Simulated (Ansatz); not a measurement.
SiC under load (space group I-4m2), r2SCAN with spin-orbit coupling, rigid bands (Ansatz, an electronic-structure program). Condition of this run: biaxial stress xx = yy = -2 GPa (compression positive) (the target of the relaxation). Band gap 1.64 eV, N_c = 5.42e18 cm⁻³ and N_v = 5.20e19 cm⁻³ at 300 K, conductivity masses along y (a = (0.00, 2.19, 2.17) Å; b = (2.19, 0.00, 2.17) Å; c = (2.19, 2.19, 0.00) Å) of 0.245 mₑ (electrons) and 0.702 mₑ (holes). Take k_BT = 0.02585 eV.

What thermal injection velocity √(2k_BT/πm) limits a ballistic channel along the direction named?

1.09e7 cm/s for electrons and 6.42e6 cm/s for holes, a ratio of √(m_h/m_e) = 1.69, for dilute carriers.

What built-in voltage has an abrupt junction with N_A = 1e16 and N_D = 1e18 cm⁻³, all dopants ionised?

V_bi = E_g/e − (k_BT/e) ln(N_c N_v/(N_A N_D)) = 1.64 − 0.02585 × 10.25 = 1.38 V, for the computed gap.

Find the intrinsic carrier density and the intrinsic Fermi level.

n_i = √(N_c N_v) exp(−E_g/2k_BT) = 1.68e19 × exp(−31.72) = 2.8e5 cm⁻³. The level lies (k_BT/2) ln(N_v/N_c) = 29 meV from mid-gap (positive towards the conduction band). Each 0.1 eV added to the gap lowers n_i by a factor of 6.9.

Rigid bands with the computed gap; masses take one relaxation time for all states.
